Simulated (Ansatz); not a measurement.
Base system: Ir in the fcc (Cu type) structure (space group Fm-3m, No. 225; a = 3.8305 Å). Axes: x, y, z lie along the cube axes.

Level of theory: Ansatz (a program for electronic structure), PBEsol, PAW, cutoff 420 eV, no SOC.

Strains are applied to the cell and any free atomic positions relax.

One change was made to it. Results:

| quantity | base | after |
|---|---|---|
| pressure (mean of the normal stresses, compression positive) | 0.0 GPa | 4.9 GPa |
| energy relative to the base (free energy F) | 0 meV/atom | +31 meV/atom |

Problem. What was done to the base?
(A) isotropic strain −2.09 %
(B) uniaxial strain ε_zz = +0.80 %
(C) tensor shear ε_xy = +0.44 %
(D) strain tensor (xx, yy, zz, yz, xz, xy) = (−2.06, +2.03, −0.94, +1.46, +0.76, −0.20) %

Solution. D, strain tensor (xx, yy, zz, yz, xz, xy) = (−2.06, +2.03, −0.94, +1.46, +0.76, −0.20) %. For comparison, the energy relative to the base in the other runs: tensor shear ε_xy = +0.44 % gives +0.9 meV/atom; uniaxial strain ε_zz = +0.80 % gives +1.8 meV/atom; isotropic strain −2.09 % gives +73 meV/atom.

Without a gap, meshes like the base's 21×21×21 leave anisotropic stresses uncertain by several tenths of a GPa, and small strain energies with them. Whether these cells are dynamically stable was not tested. All final runs are without spin polarisation.
